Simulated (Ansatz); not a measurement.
Effective masses and thermopower of CdTe (F-43m)

Here is the system:

```
CdTe
1.0
    0.00000     3.24462     3.24462
    3.24462     0.00000     3.24462
    3.24462     3.24462     0.00000
Cd Te
1 1
Cartesian
  0.00000   0.00000   0.00000
  1.62231   1.62231   1.62231
```

All values below come from PBEsol with spin-orbit coupling, rigid bands (plane waves, PAW; Ansatz, a program for electronic structure). Cell: cell and atoms relaxed with PBEsol.

```yaml
band_gap: 0.38 eV
hole conductivity mass (300 K, dilute): 0.54 mₑ
effective density of states N_v (300 K): 1.7e19 cm⁻³
density_of_states_mass_holes: 0.78 mₑ
Seebeck coefficient, p-type 1e19 cm⁻³, 300 K: 265 μV/K
best p-type power factor at 300 K for τ = 10 fs (best axis; densities from 1e16 to 1e21 cm⁻³ tried, whether or not they can be reached): 5.1 μW/(cm·K²) at 1e20 cm⁻³
```

Rigid bands; masses and Seebeck coefficients take one relaxation time τ for all states and one kind of carrier; polarons and phonon drag are left out.
